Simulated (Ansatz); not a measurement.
Structures of equal composition on the (0001) surface of hcp Ru: a layer of Au in place of the second plane; a layer of Au in place of the third plane. The slabs share one bottom face, and each structure is named by its start. These are constructed structures in small cells; real faces may alloy, dewet or reconstruct in larger ones, and not all known structures of the face are among them. Slabs of about 11 Å, Fermi-Dirac smearing of 0.1 eV. Bottom of the slabs: a bare face, its two planes held. Relaxed from the named starts with such symmetry as they have, on meshes of like density; energies extrapolated to zero smearing; spin only where a row says so; no spin-orbit coupling, no U. Brackets mark spin-polarised runs, whose order is one that fits the cell.

All values below come from PBE (plane waves to 420 eV, PAW; Ansatz, an electronic-structure program).

### Question
Order them by energy per 1x1 cell (lowest first) at the level PBE.

### Answer
a layer of Au in place of the third plane (0.000 eV), a layer of Au in place of the second plane (0.428 eV)
